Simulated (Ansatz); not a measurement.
The starting structures come from a database of crystals and need not be the phases stable at ambient conditions.

 Where the default PAW files enter, the runs use the earlier of Ansatz's two default sets.

Inside the gap of an insulator the Bloch states are evanescent, with a wavenumber k + iκ along the transport direction.

Here is the system:

```
Cu2ZnGeS4
1.0
    5.26859     0.00000     0.00000
    0.00000     5.26859     0.00000
    2.63429    -2.63429     5.29582
Zn Cu Ge S
1 2 1 4
Direct
  0.00000   0.00000   0.00000
  0.75000   0.75000   0.50000
  0.25000   0.25000   0.50000
  0.50000   0.50000   0.00000
  0.12988   0.87012   0.25470
  0.87012   0.61542   0.74530
  0.61542   0.38458   0.25470
  0.38458   0.12988   0.74530
```

Space group of this cell: I-42m. The cell is taken as given; by LDA its mean pressure is -3.5 GPa.

Transport runs along the normal of the first two printed cell vectors, the (001) plane of the conventional cell.

The gap is the functional's own, uncorrected, and κ follows it; spin-orbit coupling is left out. Mid-gap values are interpolated between the computed energies.

**Question.** Estimate the band gap and the smallest decay constant κ at mid-gap that Ansatz (an electronic-structure program) with LDA returns for this system.

**Answer.** Gap 0.37 eV on a 6×6×6 mesh; κ = 0.065 1/Å, at the zone centre.
